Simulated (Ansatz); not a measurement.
## SnO, pressure series

The reference is SnO in the litharge type structure (space group P4/nmm, No. 129; a = 3.7927 Å, c = 4.7644 Å; layered, stacked along the Cartesian z axis).

Cell and atoms are relaxed at each pressure.

All numbers come from Kohn–Sham DFT with the r2SCAN+rVV10 functional, run in Ansatz (a first-principles code) with PAW and 500 eV plane waves, no spin-orbit coupling, earlier PAW set.

Candidates:
(a) pressure 4.5 GPa
(b) pressure 22.5 GPa
(c) pressure 15 GPa
(d) pressure 0.9 GPa

Base values:

| Quantity | Result |
|---|---|
| c/a ratio | 1.256 |

Q: Order them by c/a ratio, highest first.

A: (d) pressure 0.9 GPa (1.237), (a) pressure 4.5 GPa (1.200), (c) pressure 15 GPa (1.164), (b) pressure 22.5 GPa (1.153)

A case with no gap was solved on a k-mesh chosen for an insulator, which is coarse for it. Load acts through the strain it causes; cell and atoms are relaxed under it. Whether these cells are dynamically stable was not tested. Competing high-pressure phases were not computed. The final runs are not spin-polarised.
